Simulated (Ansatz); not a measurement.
# BAs, alloy series

Start from BAs in the zinc blende structure (space group F-43m, No. 216; a = 4.809 Å).

The other end (x = 1) is BN in the zinc blende structure (space group F-43m, No. 216): 5.95 Å³/atom, gap 4.46 eV.

N replaces a fraction x of As; each row is one arrangement (x, atoms in the cell, starting space group or random), fully relaxed.

Method: PBE in Ansatz (plane waves to 420 eV, PAW, spin-orbit coupling left out).

Base values:

Volume per atom: 13.90 Å³

The aim is a volume per atom between 9.05 Å³ and 9.77 Å³. Which of these changes reaches it?
A. x(N) = 0.667, 6 atoms, I-4m2
B. x(N) = 0.25, 8 atoms, Cm
C. x(N) = 0.333, 6 atoms, Imm2
D. x(N) = 0.5, 8 atoms, Cm

D, x(N) = 0.5, 8 atoms, Cm. It gives 9.54 Å³; x(N) = 0.667, 6 atoms, I-4m2 gives 8.26 Å³; x(N) = 0.25, 8 atoms, Cm gives 11.76 Å³; x(N) = 0.333, 6 atoms, Imm2 gives 10.95 Å³. Changes not listed may reach it too

These are small ordered cells, not random alloys; other orderings at the same x differ. Whether these cells are dynamically stable was not tested. All final runs are without spin polarisation.

Ansatz is a first-principles code.
